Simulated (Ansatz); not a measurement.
Take Cu in the fcc (Cu type) structure (space group Fm-3m, No. 225) as the base.

```
CELL_PARAMETERS angstrom
      0.00000     1.78838     1.78838
      1.78838     0.00000     1.78838
      1.78838     1.78838     0.00000
ATOMIC_POSITIONS crystal
  Cu 0.00000 0.00000 0.00000
```

Method: Kohn–Sham DFT with the r2SCAN functional, run in Ansatz (a quantum-chemistry and plane-wave program) with PAW and 500 eV plane waves, no spin-orbit coupling.

For the base:

Band gap: zero
Lattice parameter a: 3.577 Å

Now apply this change: Be takes the place of Cu on all its sites, then cell and atoms are relaxed.

Tabulated Pauling electronegativity and covalent radius: Cu 1.90, 1.32 Å; Be 1.57, 0.96 Å.

**Question.** What happens to the band gap and lattice parameter a?

**Answer.** The band gap is still zero; the lattice parameter a decreases by 0.4164 Å, from 3.577 Å to 3.160 Å.

Stability against distortions was not tested. As relaxed here, Be is a hypothetical phase, not in the database extracts checked. The final runs are not spin-polarised.
